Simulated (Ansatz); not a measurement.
Response to strain in CdS

Base system: CdS in the wurtzite structure (space group P6_3mc, No. 186).

```
CELL_PARAMETERS angstrom
      4.12436     0.00000     0.00000
     -2.06218     3.57180     0.00000
      0.00000     0.00000     6.70817
ATOMIC_POSITIONS crystal
  Cd 0.33333 0.66667 0.00017
  Cd 0.66667 0.33333 0.50017
  S  0.33333 0.66667 0.37683
  S  0.66667 0.33333 0.87683
```

Strains are applied to the cell and any free atomic positions relax.

Method: Ansatz (a program for electronic structure), PBEsol, PAW, cutoff 420 eV, scalar-relativistic without spin-orbit coupling.

Notes on the quantities. pressure: mean of the normal stresses, compression positive.

| isotropic strain (%) | pressure (GPa) |
|---|---|
| -3 | 6.9 |
| -2.4 | 5.3 |
| -1.8 | ? |
| -1.2 | 2.4 |
| -0.6 | 1.2 |
| 0 | 0.0 |

Question: Fit P = P₀ − Bδ + Cδ² with δ = (1 + ε)³ − 1 to the rows shown and predict the withheld row.

Answer: Least squares on the printed values gives P₀ = 0.0 GPa, B = 60.2 GPa (at held cell shape), C = 213 GPa (largest residual 0.0 GPa); this predicts 3.8 GPa, and the run gives 3.8 GPa, in agreement.

Stability against distortions was not tested.
